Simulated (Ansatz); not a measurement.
**Defect calculation: Hf_Ga in beta Ga2O3**

These are PBE, PAW (plane waves to 420 eV; Ansatz, a first-principles code) values and carry that method's errors. Cell: 120 sites, 1×3×2 repeats of a cell of 20 atoms; final energies on a 2×2×2 shifted mesh. Site at the start: the Ga(1) site. Charged cells carry a point-charge image correction with potential alignment at far atoms. Dielectric constants: PBE linear response of the host. Host gap at this level: 2.01 eV. Finite-size and sampling errors can reach tenths of an eV here. PBE underestimates the host's gap, which shifts levels and can delocalise carriers. Spin–orbit coupling is left out, which matters for these heavy elements. Each state is the lowest found from its start.

Formation energies E_f are given with the Fermi level at the valence-band maximum. Chemical conditions: Ga-rich (Δμ(Ga) = 0.00 eV, Δμ(Hf) = -4.31 eV, bounded by monoclinic HfO2; only phases computed here count, gases as isolated molecules at 0 K); O-rich (Δμ(Ga) = -4.56 eV, Δμ(Hf) = -10.38 eV, bounded by monoclinic HfO2; only phases computed here count, gases as isolated molecules at 0 K). Reference phases: Ga: alpha gallium, Hf: hcp Hf.

Charges with a result: +1, 0, −1. Others weren't obtained, and one of them could lie lower, also by skipping a charge.

```tsv
charge	moment (μB)	point group	largest move off a lattice site (Å)	image correction with alignment (eV)	E_f, Ga-rich (eV)	E_f, O-rich (eV)
+1	not spin-polarised	Cs	0.10	0.35	-0.70	0.82
0*	quenched	Cs	0.10	–	–	–
−1*	not spin-polarised	Cs	0.09	–	–	–
```

* At this level the carrier isn't localised at the defect: at charge 0 electrons occupy the conduction band; at charge −1 electrons occupy the conduction band. Such a state is shallow or no state of the defect, and this cell gives it no level.

Point groups are those of the whole cell at tolerances of 0.03 and 0.1 Å ("near" where only the looser one holds); none is given for unsettled states.

Starting moments that weren't kept: charge 0 began with 1 μB and ended with 0.0.

Not the lowest form: the same atoms on another site or from another start ended lower, by 0.88 eV at charge +1.

Flagged in the runs: a doubtful potential alignment, a host whose relaxation on this sampling wasn't shown to rest.
